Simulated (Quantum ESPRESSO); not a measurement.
# A short convergence ladder for Au (P-1, 2 atoms in the cell)

```
Au
1.0
    2.82957     0.00000     0.00000
   -0.01302     2.83428     0.00000
   -1.14359    -1.19134     4.94864
Au
2
Cartesian
  0.09114   0.08192   3.59241
  1.58182   1.56102   1.35622
```

Base method: LDA (PZ), GBRV 1.5 ultrasoft (LDA) pseudopotentials (plane waves; Quantum ESPRESSO 7.5).

Base settings: ecutwfc = 40 Ry; ecutrho = 320 Ry; occupations = smearing; smearing = gaussian; degauss = 0.0073499 Ry; potentials = {Au: au_lda_v1.uspp.F.UPF}; K_POINTS = automatic 6 6 3 0 0 0; conv_thr = 1e-09 Ry.

**Zone-centre phonons against the cutoff**

In this ladder: ph.x.tr2_ph = 1e-14; ph.x.fildyn = dyn.G; dynmat.x.fildyn = dyn.G; dynmat.x.asr = simple. Moved along: ecutrho.

The mesh stays at the base's, so the ladder's end is converged at best in this setting alone.

Frequencies are those of the unrelaxed cell, without the LO-TO term of polar crystals.

Only quantities that move along the ladder and can be compared are tabulated.

```csv
ecutwfc,highest zone-centre frequency (cm⁻¹)
20 Ry,125.5
28 Ry,127.0
40 Ry,127.2
60 Ry,127.2
```

Coarsest ecutwfc that holds the highest zone-centre frequency within 1 cm⁻¹ of the last step, with all finer ones: 28 Ry; the step before is off by 1.7 cm⁻¹.

On the base run: the starting cell comes from a database of computed structures (which also holds hypothetical and non-ambient phases and stackings), without a prior relaxation at this level. Its lattice was rescaled by up to half a per cent. In the base run, with a pressure of about -14 GPa the cell is away from its equilibrium volume at this level. Without a gap this mesh is coarse (it stands for a supercell whose shortest vector is 16 Å).
